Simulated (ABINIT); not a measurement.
Several settings converged on Sr2Mg (I4mm, 3 atoms in the cell)

```
Sr2Mg
1.0
   -2.12880     2.12880     7.28373
    2.12880    -2.12880     7.28373
    2.12880     2.12880    -7.28373
Sr Mg
2 1
Direct
  0.36146   0.36146   0.00000
  0.64197   0.64197   0.00000
  0.00000   0.00000   0.00000
```

Base method: PBEsol, PAW (JTH v2.0 PBE PAW, files made for PBE) (plane waves; ABINIT 10.0.3).

Base settings: pseudos = [Sr.GGA_PBE-JTH.xml, Mg.GGA_PBE-JTH.xml]; ecut = 40 Ry; pawecutdg = 80 Ry; pawxcdev = 0; ixc = -116133; occopt = 7; tsmear = 0.00367493 Ha; ngkpt = 4 4 4; nshiftk = 1; shiftk = 0 0 0.

The count of work is k-points × plane waves × bands × iterations; it is no time. 

**The plane-wave cutoff**

Moved along: pawecutdg.

The second cell is the first with its lattice scaled by 0.98.

The mesh stays at the base's, so the ladder's end is converged at best in this setting alone.

Only quantities that move along the ladder and can be compared are tabulated.

```csv
ecut,free energy less the last step's (meV/atom),energy of the compressed cell less the first (meV/atom),pressure (GPa),largest difference of a force vector from the last step's (eV/Å),count of work / last
14 Ry,1167.05,-17.50,-22.80,0.034,0.069
18 Ry,159.36,-8.02,-3.74,0.005,0.10
22 Ry,60.21,-9.85,-1.48,0.008,0.14
40 Ry,4.83,-9.63,-1.07,0.003,0.33
80 Ry,0.00,-9.69,-1.02,0.000,1.0
```

Coarsest ecut that holds the forces within 0.02 eV/Å of the last step, with all finer ones: 18 Ry, at 0.10 of the last step's count of work; the step before is off by 0.034 eV/Å.

Coarsest ecut that holds the energy of the compressed cell less the first within 1 meV/atom of the last step, with all finer ones: 22 Ry, at 0.14 of the last step's count of work; the step before is off by 1.7 meV/atom.

Coarsest ecut that holds the free energy within 2 meV/atom: not settled: the last two steps still differ by 4.8 meV/atom, over half the tolerance, so the ladder does not show it.

At the lowest cutoff the pressure lies 21.8 GPa under the last step's, the usual sign of Pulay stress in an incomplete plane-wave basis.

**The cutoff for other potential files**

Level: DFT, PBEsol, plane waves, norm-conserving pseudopotentials (PseudoDojo nc-sr-04 PBEsol standard).

In this ladder: pseudos = [Sr.upf, Mg.upf]; pawecutdg = default; pawxcdev = default; potentials = PseudoDojo nc-sr-04 PBEsol standard.

The mesh stays at the base's, so the ladder's end is converged at best in this setting alone.

Only quantities that move along the ladder and can be compared are tabulated.

| ecut | free energy less the last step's (meV/atom) | pressure (GPa) | largest difference of a force vector from the last step's (eV/Å) | count of work / last |
|---|---|---|---|---|
| 38 Ry | 7127.71 | -86.90 | 0.030 | 0.15 |
| 58 Ry | 271.48 | -8.82 | 0.006 | 0.31 |
| 84 Ry | 0.46 | -1.03 | 0.000 | 0.55 |
| 126 Ry | 0.00 | -1.02 | 0.000 | 1.0 |

Coarsest ecut that holds the free energy within 2 meV/atom of the last step, with all finer ones: 84 Ry; the step before is off by 270 meV/atom.

Coarsest ecut that holds the forces within 0.02 eV/Å of the last step, with all finer ones: 58 Ry, at 0.31 of the last step's count of work; the step before is off by 0.030 eV/Å.

Coarsest ecut that holds the pressure within 0.1 GPa of the last step, with all finer ones: 84 Ry; the step before is off by 7.8 GPa.

At the lowest cutoff the pressure lies 85.9 GPa under the last step's, the usual sign of Pulay stress in an incomplete plane-wave basis.

**The density cutoff**

The mesh stays at the base's, so the ladder's end is converged at best in this setting alone.

Only quantities that move along the ladder and can be compared are tabulated.

```tsv
pawecutdg	free energy less the last step's (meV/atom)
40 Ry	0.83
60 Ry	0.26
80 Ry	0.06
100 Ry	-0.01
160 Ry	0.00
```

Coarsest pawecutdg that holds the free energy within 0.5 meV/atom of the last step, with all finer ones: 60 Ry; the step before is off by 0.83 meV/atom.

On the base run: the starting cell comes from a database of computed structures (which also holds hypothetical and non-ambient phases and stackings), without a prior relaxation at this level. Its lattice was rescaled by up to half a per cent. One atom was moved a little off its site on purpose. The potentials were made for another functional than the one used. Without a gap this mesh is coarse (it stands for a supercell whose shortest vector is 17 Å).
